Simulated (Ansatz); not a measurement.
## Effect of pressure 30 GPa on HfN

Base system: HfN in the rock salt structure (space group Fm-3m, No. 225; a = 4.502 Å).

One thing is altered: a hydrostatic pressure of 30 GPa.

Level of theory: PBEsol, PAW, 420 eV (Ansatz, an electronic-structure program; no spin-orbit coupling). Γ-centred 18×18×18 mesh, Fermi–Dirac width 0.05 eV.

| quantity | base | changed | shift |
|---|---|---|---|
| density | 14.02 g/cm³ | 15.30 g/cm³ | +1.28 g/cm³ |
| lattice parameter a | 4.502 Å | 4.372 Å | -0.130 Å |
| shortest interatomic distance | 2.251 Å | 2.186 Å | -0.065 Å |
| enthalpy H = E + PV relative to the base's energy | – | +2.04 eV/atom | – |
| band gap | zero | zero | – |

Final structure:

```
HfN
1.0
    0.00000     2.18598     2.18598
    2.18598     0.00000     2.18598
    2.18598     2.18598     0.00000
Hf N
1 1
Direct
  0.00000   0.00000   0.00000
  0.50000   0.50000   0.50000
```

Cost of the whole job for the changed cell (relaxation, final SCF and bands): about 22 core-seconds (a rough figure).

Load acts through the strain it causes; cell and atoms are relaxed under it. Stability against distortions was not tested. No other phases were tried under pressure. All final runs are without spin polarisation. An odd electron count without spin: HfN.
